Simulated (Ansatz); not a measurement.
The parent structure is PbZrO3 in the cubic perovskite structure (space group Pm-3m, No. 221; a = 4.1412 Å; a cell from a computed database, its experimental status unchecked).

Levels (all Ansatz, a first-principles code, PAW, earlier PAW set): PBEsol (420 eV, scalar-relativistic without spin-orbit coupling); r2SCAN (500 eV, without spin-orbit coupling); HSE06 (420 eV, scalar-relativistic without spin-orbit coupling); PBEsol+SOC (420 eV, noncollinear with spin-orbit coupling).

At the geometry relaxed with PBEsol, these levels gave the following band gaps, in shuffled order: (a) 2.34 eV, (b) 3.49 eV, (c) 2.90 eV, (d) 2.02 eV.

Question: Match each gap to its level.

Answer: (a) PBEsol; (b) HSE06; (c) r2SCAN; (d) PBEsol+SOC.

Single points use the geometry relaxed with PBEsol. HSE06 gaps are upper bounds (no full band path). The spin-orbit shifts are approximate. With Pb present, leaving out spin-orbit coupling can change the band edges. No phonon test of stability was made. Many cubic perovskites are stable only at high temperature; tilts and polar distortions were not tested.
